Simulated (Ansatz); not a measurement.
Results of RPBE in Ansatz (plane waves, PAW) for A15 Mo3Si.

Run with plane-wave cutoff 520 eV, 12×12×12 k mesh, Fermi–Dirac smearing 0.05 eV, no spin polarisation, scalar-relativistic PAW data made under PBE.

Pressure at four volumes; x = ln(V/14.954 Å³). One pressure is withheld.

```csv
V (Å³/atom),x,P (GPa)
14.057,-0.0619,?
14.356,-0.0408,10.67
14.954,0.0000,0.01
15.851,0.0583,-12.26
```

### Question
Pass a parabola P(x) through the three rows shown, estimate the bulk modulus and its pressure derivative near zero pressure, and predict the withheld pressure.

### Answer
Slopes between the rows: (0.01 − (10.67))/(0.0000 − (-0.0408)) = -261.27 and (-12.26 − (0.01))/(0.0583 − (0.0000)) = -210.46 GPa. Their difference over the span 0.0991 is c = 50.81/0.0991 = 512.7 GPa, so P(x) = 10.67 + (-261.27)(x − (-0.0408)) + 512.7 (x − (-0.0408))(x − (0.0000)). At the middle row B = −dP/dx = −[-261.27 + 512.7 × 0.0408] = 240.4 GPa, and B′ = dB/dP = 2c/B = 4.3. At x = -0.0619 the parabola gives 16.85 GPa; the run gives 16.93 GPa. The Birch–Murnaghan fit to the energies at all volumes has B0 = 239 GPa and B′ = 4.4.

Ansatz is an electronic-structure program.
